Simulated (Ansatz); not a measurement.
Where the default PAW files enter, the runs use the earlier of Ansatz's two default sets.

Inside the gap of an insulator the Bloch states are evanescent, with a wavenumber k + iκ along the transport direction.

Data:

```xyz
12
Lattice="3.8080 0.0000 0.0000 -1.9040 3.2978 0.0000 0.0000 0.0000 19.2391" Properties=species:S:1:pos:R:3 pbc="T T T"
Zn     0.0000     2.1985    16.0312
Zn     1.9040     1.0993     6.4116
Zn     1.9040     1.0993    12.8298
Zn     0.0000     2.1985     3.2102
Zn     0.0000     0.0000     9.6184
Zn     0.0000     0.0000    19.2379
S      0.0000     2.1985    18.4334
S      1.9040     1.0993     8.8138
S      1.9040     1.0993    15.2318
S      0.0000     2.1985     5.6122
S      0.0000     0.0000    12.0266
S      0.0000     0.0000     2.4070
```

Space group of this cell: P6_3mc. The cell is strained (lengths along the current scaled by 1.03, ions clamped); by r2SCAN its mean pressure is -1.9 GPa.

Transport runs along the normal of the first two printed cell vectors, the (001) (indices of the unstrained crystal) plane of the conventional cell.

No gap correction and no spin-orbit coupling; mid-gap values are interpolated between computed energies.

Problem. Compute, with r2SCAN run with Ansatz (a quantum-chemistry and plane-wave program), the band gap and the smallest decay constant κ at mid-gap.

Solution. Gap 2.53 eV on a 12×12×2 mesh; κ = 0.165 1/Å, at the zone centre.
